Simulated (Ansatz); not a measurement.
# CuI, pressure series

Take CuI in the wurtzite structure (space group P6_3mc, No. 186; a = 4.187 Å, c = 6.898 Å) as the base.

Cell and atoms are relaxed at each pressure.

Computed with plane-wave PAW DFT at the PBEsol level (Ansatz, a quantum-chemistry and plane-wave program, 420 eV), no spin-orbit coupling.

```json
[
 {"variant": "base", "width of the top valence band": "1.46 eV", "density": "6.04 g/cm³"},
 {"variant": "pressure −2 GPa", "width of the top valence band": "1.31 eV", "density": "5.77 g/cm³"},
 {"variant": "pressure −1 GPa", "width of the top valence band": "1.39 eV", "density": "5.91 g/cm³"},
 {"variant": "pressure 0.3 GPa", "width of the top valence band": "(withheld)", "density": "(withheld)"},
 {"variant": "pressure 0.7 GPa", "width of the top valence band": "1.51 eV", "density": "6.12 g/cm³"},
 {"variant": "pressure 1.5 GPa", "width of the top valence band": "1.56 eV", "density": "6.21 g/cm³"},
 {"variant": "pressure 3 GPa", "width of the top valence band": "1.65 eV", "density": "6.37 g/cm³"},
 {"variant": "pressure 5 GPa", "width of the top valence band": "1.75 eV", "density": "6.56 g/cm³"},
 {"variant": "pressure 7.5 GPa", "width of the top valence band": "1.88 eV", "density": "6.77 g/cm³"},
 {"variant": "pressure 10 GPa", "width of the top valence band": "1.99 eV", "density": "6.96 g/cm³"}
]
```

Task: Fill in the withheld entries from the trend.

Result: 
- pressure 0.3 GPa, width of the top valence band: 1.48 eV
- pressure 0.3 GPa, density: 6.08 g/cm³

With I present, leaving out spin-orbit coupling can change the band edges. The levels and masses belong to the bands next to the band gap. Load acts through the strain it causes; cell and atoms are relaxed under it. Stability against distortions was not tested. Tetrahedral semiconductors of this kind turn to denser phases somewhere between about 1 and 50 GPa; those were not computed, so compressed cells here can lie past the real transition. All final runs are without spin polarisation. This is not the structure that CuI has at room temperature and ambient pressure.
